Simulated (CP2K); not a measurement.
Input and output of a self-consistent single point for K3Cd (Fm-3m, 4 atoms in the cell) (CP2K).

Method: PBEsol, GPW, DZVP-MOLOPT-SR-GTH basis, GTH-PBE potentials (GTH_POTENTIALS) (CP2K 2026.2).

```
K3Cd
1.0
    6.52001     0.00000     0.00000
    3.26000     5.64649     0.00000
    3.26000     1.88216     5.32356
K Cd
3 1
Direct
  0.25000   0.25000   0.25000
  0.75000   0.75000   0.75000
  0.50000   0.50000   0.50000
  0.00000   0.00000   0.00000
```

Reference input (self-consistent single point, DFT LDA (Pade form), GPW, DZVP-MOLOPT-SR-GTH basis, GTH-PADE potentials (GTH_POTENTIALS)): CUTOFF = 500 Ry; REL_CUTOFF = 40 Ry; SMEAR/METHOD = GAUSSIAN; SIGMA = 0.05 eV; KPOINTS/SCHEME = MONKHORST-PACK 4 4 4; GAMMA_CENTERED = T; XC_FUNCTIONAL = PADE; K/BASIS_SET = DZVP-MOLOPT-SR-GTH-q9; K/POTENTIAL = GTH-PADE-q9; Cd/BASIS_SET = DZVP-MOLOPT-SR-GTH-q12; Cd/POTENTIAL = GTH-PADE-q12; METHOD = GPW. This run's input differs from it in these lines:

```diff
@@ -43,3 +43,6 @@
     &XC
-      &XC_FUNCTIONAL PADE
+      &XC_FUNCTIONAL
+        &PBE
+          PARAMETRIZATION PBESOL
+        &END PBE
       &END XC_FUNCTIONAL
@@ -76,3 +79,3 @@
       BASIS_SET DZVP-MOLOPT-SR-GTH-q9
-      POTENTIAL GTH-PADE-q9
+      POTENTIAL GTH-PBE-q9
     &END KIND
@@ -80,3 +83,3 @@
       BASIS_SET DZVP-MOLOPT-SR-GTH-q12
-      POTENTIAL GTH-PADE-q12
+      POTENTIAL GTH-PBE-q12
     &END KIND
```

Output (repeated stretches shortened):

```
 SCF WAVEFUNCTION OPTIMIZATION

  Step     Update method      Time    Convergence         Total energy    Change
     1 NoMix/Diag. 0.30E+00      -     0.79534307      -130.7108135948 -1.31E+02
     2 Broy./Diag. 0.30E+00      -     0.01563677      -130.9221521078 -2.11E-01
     3 Broy./Diag. 0.30E+00      -     0.02313476      -130.6310999293  2.91E-01
     4 Broy./Diag. 0.30E+00      -     0.01258853      -130.5102291437  1.21E-01
     5 Broy./Diag. 0.30E+00      -     0.00142116      -130.5244511413 -1.42E-02
     6 Broy./Diag. 0.30E+00      -     0.00083350      -130.5360232723 -1.16E-02
     7 Broy./Diag. 0.30E+00      -     0.00006160      -130.5372452604 -1.22E-03
     8 Broy./Diag. 0.30E+00      -     0.00009048      -130.5367230436  5.22E-04
     9 Broy./Diag. 0.30E+00      -     0.00000697      -130.5365184328  2.05E-04
    10 Broy./Diag. 0.30E+00      -     0.00000662      -130.5365304925 -1.21E-05
    11 Broy./Diag. 0.30E+00      -     0.00000047      -130.5365374287 -6.94E-06
  *** SCF run converged in    11 steps ***

  Overlap energy of the core charge distribution:               0.00000000000000
  Self energy of the core charge distribution:               -245.23013148524635
  Core Hamiltonian energy:                                     64.21454844686005
  Hartree energy:                                              69.69262023699389
  Exchange-correlation energy:                                -19.21300997380468
  Smearing free energy correction:                             -0.00056465350804
  Fermi energy:                                                 0.09204912744311

  Total energy:                                              -130.53653742869182
  Total energy (extrapolated to sigma->0):                   -130.53625510193780

                     Mulliken Population Analysis

   [... lines left out ...]

 STRESS| Analytical stress tensor [bar]
 STRESS|                        x                   y                   z
 STRESS|      x       -2.77460977240E+02  -2.79634196948E+00  -1.97730347736E+00
 STRESS|      y       -2.79634196948E+00  -2.74241611543E+02  -1.13789495668E+00
 STRESS|      z       -1.97730347736E+00  -1.13789495668E+00  -2.73438793380E+02
 STRESS| 1/3 Trace                                            -2.75047127388E+02
```

The run converged in 11 iterations. Against the reference run the pressure goes from -0.65 to -0.03 GPa.

The starting cell comes from a database of computed structures (which also holds hypothetical and non-ambient phases and stackings), without a prior relaxation at this level. Values carry the incompleteness of an atom-centred basis. The potentials were made for another functional than the one used.

Cost on one core of a shared machine: roughly 40 s.
